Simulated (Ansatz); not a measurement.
## N on the (0001) surface of wurtzite GaN (2x2 N adatom at H3; a constructed slab, bottom: 3 H on 4 bottom sites), one in a cell of 36 Å², started at the site 'over Ga at depth 1.1 Å'

Host crystal: wurtzite GaN, with a band gap (PBE, scalar-relativistic without spin-orbit coupling).

These are PBE (plane waves to 420 eV, PAW; Ansatz, a program for electronic structure) values and carry that method's errors.

Slab: 45 atoms, 13.4 Å thick at the start with caps and adatoms under the adsorbate (thin: gaps and levels are the slab's own); k 4x4x1, smearing 0.01 eV, dipole-corrected; 23 atoms held, the rest relaxed; held to the start's symmetry, so lower structures may exist; spin-polarised, ending with about 0.9 μB a cell, a value that depends on the mesh; orders that need a larger cell were not tried, no spin-orbit, no U, no dispersion correction. The slab shows no gap over 0.04 eV on its mesh. At the end it is bonded to N. In PBE it is, or lies within 0.03 eV of, the lowest of the starts that converged.

- energy of the end state, in which the adsorbate left with N of the surface, against ½ N2(g) = 0.30 eV
- change of the step from the bottom to the top vacuum level, against the clean slab = -0.95 eV
- energy released by relaxation = 3.51 eV
- height of the binding atom over the mean of the host atoms within 0.3 Å of the top one = 1.957 Å
- largest move of a host atom = 2.74 Å
- caution = the clean host was not checked against rearrangement in a larger or rattled cell
- caution = the host itself rearranges in this cell, so the energy holds part of a reconstruction

A negative adsorption energy means that the adsorbate is more stable on the surface than in its reference.
